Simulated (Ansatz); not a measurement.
A computed series for NaCl: pressure series

The reference is NaCl in the NiAs type structure (space group P6_3/mmc, No. 194; a = 3.8571 Å, c = 6.9858 Å; a cell from a computed database, its experimental status unchecked).

Cell and atoms are relaxed at each pressure.

Calculations: Kohn–Sham DFT with the PBEsol functional, run in Ansatz (a first-principles code) with PAW and 420 eV plane waves, without spin-orbit coupling.

```
pressure (GPa)  volume per atom (Å³/atom)
--------------  -------------------------
-2                                 24.952
-1                                 23.545
0                                  22.502
0.3                                22.232
0.7                                21.901
1.5                                21.310
5                                  19.438
7.5                                     ?
10                                 17.758
```

Problem. Fit the third-order Birch–Murnaghan form P(V) = (3B₀/2)[(V₀/V)^(7/3) − (V₀/V)^(5/3)]·[1 + (3/4)(B₀′ − 4)((V₀/V)^(2/3) − 1)] (squares taken in P) to the rows shown and predict the withheld row.

Solution. Least squares on the printed values gives V₀ = 22.498 Å³/atom, B₀ = 24.4 GPa, B₀′ = 4.6; this predicts 18.505 Å³/atom, and the run gives 18.507 Å³/atom, 0.002 higher.

Load acts through the strain it causes; cell and atoms are relaxed under it. No phonon test of stability was made. No other phases were tried under pressure. The base started in P-62m and relaxed to P6_3/mmc at this level. This is not the structure that NaCl has at room temperature and ambient pressure.
